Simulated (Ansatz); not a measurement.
# What uniaxial strain ε_zz = −1.00 % does to InP

Start from InP in the zinc blende structure (space group F-43m, No. 216; a = 5.8784 Å). Axes: x, y, z lie along the cube axes.

One thing is altered: uniaxial strain ε_zz = −1.00 %, all other strain components held at zero, atoms relaxed at fixed cell.

The values are results of Ansatz (an electronic-structure program), PBEsol, PAW, cutoff 420 eV, no spin-orbit coupling, not measurements. k-mesh 10×10×10 (Γ-centred); smearing 0.05 eV (Fermi–Dirac).

| quantity | base | changed | shift |
|---|---|---|---|
| volume per atom | 25.39 Å³ | 25.14 Å³ | -0.25 Å³ |
| shortest interatomic distance | 2.545 Å | 2.537 Å | -0.008 Å |
| energy relative to the base (free energy F) | 0 meV/atom | +0.8 meV/atom | +0.8 meV/atom |
| pressure (mean of the normal stresses, compression positive) | 0.00 GPa | 0.68 GPa | +0.68 GPa |
| band gap | 0.57 eV | 0.59 eV | +0.02 eV |
| gap character | direct at Γ | direct at Γ | – |
| electron mass | 0.046 mₑ (at Γ) | 0.048 mₑ along z, 0.050 mₑ across (at Γ) | – |
| valence-band top at Γ (three highest levels, from the VBM) | 0.00, 0.00, 0.00 eV | 0.00, -0.05, -0.05 eV | – |
| valley order (the lowest conduction-band minima on the path, energy above the VBM, named in the base's zone) | Γ 0.57 eV; L along ⟨111⟩ 1.38 eV; X along ⟨100⟩ 1.65 eV | Γ 0.59 eV; L along [1-11] 1.37 eV; X along [001] 1.56 eV; X along [100] 1.62 eV | – |
| stress (xx, yy, zz, yz, xz, xy; compression positive) | – | (0.55, 0.55, 0.96, 0.00, 0.00, 0.00) GPa | – |

Final structure:

```
InP
1.0
    0.00000     2.93922     2.90983
    2.93922     0.00000     2.90983
    2.93922     2.93922     0.00000
In P
1 1
Direct
  0.00000   0.00000   0.00000
  0.25000   0.25000   0.25000
```

Effective masses come from finite differences of ±0.01 Å⁻¹. Stability against distortions was not tested. Labels are those of the standard path for the cell's own space group.
